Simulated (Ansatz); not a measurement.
An Ansatz (a quantum-chemistry and plane-wave program) input for Ni(Si,Ge) alloy cell Ni4GeSi3 (MnP type start):

Ansatz 0.2 input:
```yaml
crystal:
  lattice:
    - [-5.221929158, -0.000091723, -5.667769332]
    - [5.222241564, -0.000935858, -5.668057952]
    - [5.222631133, -6.781559664, -0.000756705]
  atoms:
    - { symbol: Si, position: [0.858842922, 0.553468308, 0.123180479] }
    - { symbol: Si, position: [0.615309718, 0.808515287, 0.623039472] }
    - { symbol: Si, position: [0.113043091, 0.310843493, 0.625164837] }
    - { symbol: Ge, position: [0.363416003, 0.04464079, 0.127102498] }
    - { symbol: Ge, position: [0.389002976, 0.204945867, 0.37651013] }
    - { symbol: Si, position: [0.134132459, 0.443626571, 0.875346863] }
    - { symbol: Si, position: [0.636670174, 0.939171183, 0.875713378] }
    - { symbol: Si, position: [0.89169041, 0.692743999, 0.374419618] }
    - { symbol: Ge, position: [0.299096866, 0.608712903, 0.375847364] }
    - { symbol: Si, position: [0.05956604, 0.862937484, 0.872614535] }
    - { symbol: Si, position: [0.558764825, 0.364992669, 0.877059469] }
    - { symbol: Si, position: [0.798099655, 0.113646645, 0.373505062] }
    - { symbol: Ge, position: [0.952479005, 0.139987844, 0.127846588] }
    - { symbol: Si, position: [0.695055883, 0.381526989, 0.627649555] }
    - { symbol: Si, position: [0.185397494, 0.889328005, 0.622086206] }
    - { symbol: Si, position: [0.449952109, 0.640040236, 0.12323804] }
    - { symbol: Ni, position: [0.084151581, 0.228797208, 0.38515762] }
    - { symbol: Ni, position: [0.828880466, 0.486807562, 0.862528896] }
    - { symbol: Ni, position: [0.333364796, 0.973478088, 0.867337245] }
    - { symbol: Ni, position: [0.599590558, 0.714399973, 0.3862542] }
    - { symbol: Ni, position: [0.155154362, 0.532604063, 0.109871552] }
    - { symbol: Ni, position: [0.913107938, 0.775795804, 0.622714075] }
    - { symbol: Ni, position: [0.423028469, 0.264901624, 0.645019316] }
    - { symbol: Ni, position: [0.663336646, 0.023334567, 0.122197664] }
    - { symbol: Ni, position: [0.965418039, 0.836790544, 0.113323125] }
    - { symbol: Ni, position: [0.735414489, 0.080671223, 0.633851339] }
    - { symbol: Ni, position: [0.224909036, 0.581681094, 0.636720054] }
    - { symbol: Ni, position: [0.476052424, 0.3470251, 0.114865717] }
    - { symbol: Ni, position: [0.279896975, 0.904481847, 0.392220442] }
    - { symbol: Ni, position: [0.01985019, 0.168157445, 0.863969283] }
    - { symbol: Ni, position: [0.521025321, 0.668573165, 0.866678949] }
    - { symbol: Ni, position: [0.776299073, 0.413372421, 0.376966422] }
basis:
  ecutwfc: 420
  ecutrho_ratio: 4
  xc_grid: 2
kpoints:
  mp_grid: { grid: [5, 5, 5] }
hamiltonian:
  xc: pbe
  dispersion: none
  pseudopotentials: { kind: paw }
scf:
  n_extra_bands: 50
  occupations: { method: fermi_dirac, width: 0.05 }
output:
  forces: true
  stress: true
relax:
  f_tol: 0.03
  max_steps: 90
  cell: { stress_tol: 0.15 }
```

Level of theory: PBE (plane waves to 420 eV, PAW; Ansatz). No spin–orbit coupling; the runs are not spin-polarised. Its k-point mesh 5×5×5, Fermi–Dirac width 0.05 eV.

Q: What does the end of the output print (band table and long remarks left out, numbers rounded to eight decimals)?

A: 
```
SCF converged after 6 iterations
Free energy (F): -118259.504420 eV
Harris-Foulkes:  -118259.504420 eV  (|F-HF|=2.91e-11)
Internal energy: -118259.425855 eV  (E = F + TS)
E sigma→0 (E₀):  -118259.465137 eV
Entropy (-TS):   -0.078564 eV (-2.455 meV/atom)
Fermi energy:    14.678341 eV
--- Per-component energies (eV) ---
  E_band       = -5584.513398
  E_kinetic    = 5511.305747
  E_local      = -78970.879690  (includes V_loc(G=0)·N_el)
  E_nonlocal   = 12136.047279
  E_hartree    = 34026.400984
  E_xc         = -2350.205072
  E_vxc        = -2608.654114  (∫ρ·V_xc dr)
  E_paw        = -40316.317407  (= ΣΔE_a)
  E_vpaw       = -9705.144932  (= ΣTr[D̂ρ^β])
  E_aug_tail   = 0.009893  (compensation charges beyond the density's cutoff)
  E_ewald      = -48295.787589
  E_smearing   = -0.078564  (= −TS)
  E_closure    = 0.000000  (closes the sum)
  Σ components = -118259.504420   (vs F -118259.504420, Δ=0.00e0)
--- Forces (eV/Å), atoms counted from 1 ---
  atom   1  Si    -0.00422963     0.00256174    -0.00005003
  atom   2  Si    -0.00683983    -0.00073276     0.00024510
  atom   3  Si    -0.00737037    -0.00070863     0.00117865
  atom   4  Ge    -0.00143278    -0.00131133     0.00095882
  atom   5  Ge    -0.00218050     0.00005979    -0.00373785
  atom   6  Si     0.00402814     0.00033095    -0.00181786
  atom   7  Si     0.00602093    -0.00127866     0.00179722
  atom   8  Si     0.00628189     0.00066663     0.00221464
  atom   9  Ge     0.00078181    -0.00101417     0.00281791
  atom  10  Si     0.00776137     0.00373046     0.00097530
  atom  11  Si     0.00741550    -0.00298720    -0.00024449
  atom  12  Si     0.00748047     0.00068864     0.00118490
  atom  13  Ge    -0.00103778     0.00165442    -0.00159415
  atom  14  Si    -0.00649231     0.00188760    -0.00243097
  atom  15  Si    -0.00614179    -0.00255074     0.00133445
  atom  16  Si    -0.00564475    -0.00202845    -0.00092568
  atom  17  Ni    -0.00218514     0.00061636     0.00143251
  atom  18  Ni    -0.00196413     0.00073167     0.00077692
  atom  19  Ni    -0.00127223    -0.00001123    -0.00074821
  atom  20  Ni    -0.00106460     0.00014874    -0.00145217
  atom  21  Ni     0.00349383    -0.00043072    -0.00039075
  atom  22  Ni     0.00261485    -0.00292600    -0.00049374
  atom  23  Ni     0.00240832     0.00186109     0.00003463
  atom  24  Ni     0.00006354     0.00077486     0.00054538
  atom  25  Ni     0.00110234     0.00165560     0.00084099
  atom  26  Ni     0.00274685     0.00160855     0.00106314
  atom  27  Ni    -0.00096349    -0.00127473    -0.00172350
  atom  28  Ni     0.00076651    -0.00068822    -0.00054646
  atom  29  Ni     0.00117350     0.00071931    -0.00079015
  atom  30  Ni    -0.00095847     0.00124009     0.00094877
  atom  31  Ni    -0.00232270    -0.00132053     0.00032504
  atom  32  Ni    -0.00203911    -0.00167375    -0.00172745
  max |Σ_I F_I| component: 9.40e-7 eV/Å
--- Stress (GPa, compression-positive) ---
       -0.090568      -0.006569      -0.002294
       -0.006569      -0.008160       0.002515
       -0.002294       0.002515      -0.031819
  P = ⅓ Tr σ = -0.0435 GPa (-0.435 kbar)
--- Relaxed structure (5 steps of the walk, 5 accepted, 1 SCFs on fresh bases) ---
  F+E_penalty+E_count = -118259.50441955 eV   max|allowed force component| = 7.761e-3 eV/Å   (the final SCF, on the basis selected at the relaxed cell)
  cell:  # Å, volume = 403.2609 Å³
    - [-5.22818165, -0.00042869, -5.68283863]
    - [5.22769613, -0.00117492, -5.68239256]
    - [5.22842119, -6.78736517, -0.00073497]
  atoms:
    - { symbol: Si, position: [0.85874986, 0.55520655, 0.12263299] }
    - { symbol: Si, position: [0.61520582, 0.80541915, 0.62616093] }
    - { symbol: Si, position: [0.11126796, 0.30795947, 0.62614976] }
    - { symbol: Ge, position: [0.36071323, 0.04861611, 0.12637998] }
    - { symbol: Ge, position: [0.38918189, 0.20160044, 0.37692411] }
    - { symbol: Si, position: [0.13530377, 0.44617735, 0.87275576] }
    - { symbol: Si, position: [0.63822183, 0.94132901, 0.87466349] }
    - { symbol: Si, position: [0.89075991, 0.69396864, 0.37416973] }
    - { symbol: Ge, position: [0.30265705, 0.60707942, 0.37661912] }
    - { symbol: Si, position: [0.05672384, 0.86202106, 0.87216803] }
    - { symbol: Si, position: [0.55641934, 0.36346075, 0.87570037] }
    - { symbol: Si, position: [0.80156192, 0.11380828, 0.37436375] }
    - { symbol: Ge, position: [0.95025542, 0.13879434, 0.12654467] }
    - { symbol: Si, position: [0.69677453, 0.38487616, 0.62825254] }
    - { symbol: Si, position: [0.18981069, 0.88952248, 0.62408194] }
    - { symbol: Si, position: [0.44692130, 0.64073648, 0.12209063] }
    - { symbol: Ni, position: [0.08547834, 0.22381016, 0.38222316] }
    - { symbol: Ni, position: [0.83530261, 0.47910145, 0.86795568] }
    - { symbol: Ni, position: [0.33756422, 0.96984461, 0.86963780] }
    - { symbol: Ni, position: [0.59830533, 0.71345676, 0.38103558] }
    - { symbol: Ni, position: [0.15322970, 0.53418543, 0.11253310] }
    - { symbol: Ni, position: [0.90956138, 0.78091943, 0.62105035] }
    - { symbol: Ni, position: [0.41699913, 0.27029757, 0.64077298] }
    - { symbol: Ni, position: [0.66291005, 0.02810571, 0.12495885] }
    - { symbol: Ni, position: [0.96487630, 0.83661505, 0.11877490] }
    - { symbol: Ni, position: [0.72907123, 0.08547813, 0.63118819] }
    - { symbol: Ni, position: [0.22007464, 0.58772557, 0.63104175] }
    - { symbol: Ni, position: [0.47185239, 0.34732120, 0.11727806] }
    - { symbol: Ni, position: [0.28495084, 0.90353779, 0.39055255] }
    - { symbol: Ni, position: [0.02385669, 0.16363768, 0.86603299] }
    - { symbol: Ni, position: [0.52693524, 0.66344623, 0.87073028] }
    - { symbol: Ni, position: [0.77850354, 0.41194154, 0.37457597] }
```

Cost: around 40 core-minutes (rough).
